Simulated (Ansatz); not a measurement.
## A computed series for Sn: response to strain and stress

Start from Sn in the diamond structure (space group Fd-3m, No. 227).

```
CELL_PARAMETERS angstrom
      0.00000     3.28336     3.28336
      3.28336     0.00000     3.28336
      3.28336     3.28336     0.00000
ATOMIC_POSITIONS crystal
  Sn 0.25000 0.25000 0.25000
  Sn 0.00000 0.00000 0.00000
```

Cartesian axes are those of the cell as printed.

Strains are applied to the cell and any free atomic positions relax; under stress the whole cell relaxes.

Calculations: r2SCAN in Ansatz (plane waves to 500 eV, PAW, without spin-orbit coupling).

Candidates:
(a) uniaxial stress, 3 GPa tension along x
(b) uniaxial stress, 1 GPa tension along x
(c) uniaxial strain ε_yy = +3.56 %

Notes on the quantities. energy relative to the base: free energy F.

Problem. Order them by energy relative to the base, highest first.

Solution. (a) uniaxial stress, 3 GPa tension along x (+20 meV/atom), (c) uniaxial strain ε_yy = +3.56 % (+8.9 meV/atom), (b) uniaxial stress, 1 GPa tension along x (+2.3 meV/atom)

Stability under load was not tested beyond the relaxation.

Ansatz is a first-principles code.
